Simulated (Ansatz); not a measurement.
# PbSe under a change: isotropic strain +3.00 %

Take PbSe in the rock salt structure (space group Fm-3m, No. 225; a = 6.218 Å) as the base.

The change: the cell is scaled by 1.0300 in all directions, atoms relaxed at fixed cell.

Method: Ansatz (an electronic-structure program) PBE, without spin-orbit coupling. Γ-centred 9×9×9 mesh, Fermi–Dirac width 0.05 eV.

The shortest interatomic distance grows by 0.093 Å (3.109 Å → 3.202 Å) and the energy rises by 32 meV/atom. The pressure decreases by 3.39 GPa, from -0.01 GPa to -3.40 GPa and the band gap grows by 0.222 eV to 0.66 eV. The gap character stays direct at L and the mean gap deformation potential ΔEg/Δln V is +2.5 eV. The width of the top valence band decreases by 0.54 eV, from 2.92 eV to 2.38 eV and the electron mass goes from 0.15 mₑ along k, 0.12 mₑ across (at L) to 0.22 mₑ along k, 0.13 mₑ across (at L). The hole mass changes from 0.18 mₑ along k, 0.11 mₑ across (at L) to 0.30 mₑ along k, 0.15 mₑ across (at L) and the valley order (the lowest conduction-band minima on the path, energy above the VBM, named in the base's zone) goes from L along ⟨111⟩ 0.43 eV; a point along ⟨110⟩, about 0.6 Å⁻¹ from Γ 1.22 eV; a point along ⟨100⟩, about 0.4 Å⁻¹ from Γ 1.95 eV to L along ⟨111⟩ 0.66 eV; a point along ⟨110⟩, about 0.6 Å⁻¹ from Γ 1.40 eV; a point along ⟨100⟩, about 0.4 Å⁻¹ from Γ 2.03 eV.

Spin-orbit coupling, missing from the scalar runs, can matter with Pb. Masses are band curvatures over ±0.01 Å⁻¹ around the edge. Along k means along the line from Γ to the band edge. Whether these cells are dynamically stable was not tested.
